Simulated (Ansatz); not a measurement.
Some atoms of an NVE trajectory of composition TiAl, cell Ti24Al24, first heated far above this temperature, then brought to it, at a temperature that wasn't checked against the liquidus, so perhaps supercooled [in the run: it was liquid; mean temperature 1634 K (target 1560 K); density 3.40 g/cm³; mean pressure 0.5 GPa against a target of 0]; time step 2.0 fs, velocity Verlet. These are PBE (plane waves, PAW; Ansatz, a first-principles code) values and carry that method's errors. On the run's last frame a denser k-mesh moved the forces by 0.047 eV/Å rms, the static pressure by 0.06 GPa and the free energy by 1 meV/atom, which is about how far such values are converged.

```tsv
atom	mass (u)	x y z (Å)	v (Å/fs)	F (eV/Å)
Ti14	47.867	7.35869 -1.30834 -1.82711	-0.003328 0.001271 0.004077	-0.9384 4.3371 0.5715
Ti18	47.867	2.31848 8.50438 5.56990	0.005791 0.001903 -0.007384	0.0931 -0.7872 -0.8031
Ti22	47.867	-0.92193 7.45349 3.07175	-0.001022 0.005982 -0.005971	1.1335 0.0450 -0.2624
Ti23	47.867	5.02596 -0.03693 4.98933	0.003810 -0.001149 0.006226	0.1037 0.9766 1.2101
Al28	26.982	1.44897 3.00919 2.12597	0.009503 0.004620 0.000304	0.9746 -0.7419 -0.1506
Al36	26.982	9.68540 6.12733 5.12761	0.005021 0.006840 0.000526	-0.4339 0.1256 0.4027
```

Give their positions one step later.

x' = x + vΔt + FΔt²/(2m), with 1 eV/(Å·u) = 0.0096485 Å/fs².
```json
[
 {"atom": "Ti14", "x' y' z' (Å)": "7.35166 -1.30405 -1.81872"},
 {"atom": "Ti18", "x' y' z' (Å)": "2.33010 8.50787 5.55481"},
 {"atom": "Ti22", "x' y' z' (Å)": "-0.92352 7.46548 3.05970"},
 {"atom": "Ti23", "x' y' z' (Å)": "5.03362 -0.03883 5.00227"},
 {"atom": "Al28", "x' y' z' (Å)": "1.46868 3.01790 2.12647"},
 {"atom": "Al36", "x' y' z' (Å)": "9.69513 6.14110 5.12895"}
]
```
